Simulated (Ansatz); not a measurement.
Results of LDA in Ansatz (plane waves, PAW) for BaTiO₃ (R3m, No. 160, 5 atoms in the cell; start mp-5020).

Run with plane-wave cutoff 520 eV, 8×8×8 k mesh, Fermi–Dirac smearing 0.01 eV, no spin polarisation, scalar-relativistic PAW data made under PBE.

Cell (relaxed at this level):

```cif
data_Ba3O9Ti3
_chemical_formula_sum 'Ba3 Ti3 O9'
_space_group_name_H-M_alt 'R3m :H'
_space_group_IT_number 160
_space_group_name_Hall 'R 3 -2"'
_cell_length_a 5.57580
_cell_length_b 5.57580
_cell_length_c 6.84066
_cell_angle_alpha 90.000
_cell_angle_beta 90.000
_cell_angle_gamma 120.000
loop_
_atom_site_label
_atom_site_type_symbol
_atom_site_symmetry_multiplicity
_atom_site_Wyckoff_symbol
_atom_site_fract_x
_atom_site_fract_y
_atom_site_fract_z
_atom_site_occupancy
Ba1 Ba 3 a 0.00000 0.00000 0.99887 1
Ti1 Ti 3 a 0.00000 0.00000 0.50748 1
O1 O 9 b 0.16804 0.33609 0.32158 1
```
(The calculation used a cell of 5 atoms; values per cell refer to that cell.)

Question: Give the computed band gap and smallest direct gap on the k points sampled.

Answer: 
- band gap = 2.15 eV
- smallest direct gap on the k points sampled = 2.33 eV

Spin–orbit coupling is not included.

The computed numbers hold no vibrational or temperature effects.

Cost on a shared machine: around 12 core-seconds (rough).

A start named mp-… is a Materials Project structure, which need not be a measured phase.

Ansatz is a first-principles code.
